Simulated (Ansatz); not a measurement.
Start from MoSi$_{2}$ (space group I4/mmm, No. 139; a = 3.1901 Å, c = 7.8220 Å; relaxed with 0.1 eV smearing).

Method: Ansatz (a first-principles code) PBEsol, no spin-orbit coupling.

Strains are applied to the cell and any free atomic positions relax.

One change was made to it. Results:

| quantity | base | after |
|---|---|---|
| energy relative to the base (free energy F) | 0 meV/atom | +2.0 meV/atom |
| band gap | zero | zero |
| pressure (mean of the normal stresses, compression positive) | 0.0 GPa | -3.2 GPa |

Q: Which change produced these results?
A) isotropic strain +3.00 %
B) isotropic strain +0.50 %
C) isotropic strain −1.00 %
D) isotropic strain −3.00 %
E) isotropic strain +1.00 %

A: B, isotropic strain +0.50 %. For comparison, the energy relative to the base in the other runs: isotropic strain +3.00 % gives +66 meV/atom; isotropic strain +1.00 % gives +7.9 meV/atom; isotropic strain −3.00 % gives +82 meV/atom; isotropic strain −1.00 % gives +8.5 meV/atom.

Whether these cells are dynamically stable was not tested. The final runs are not spin-polarised.
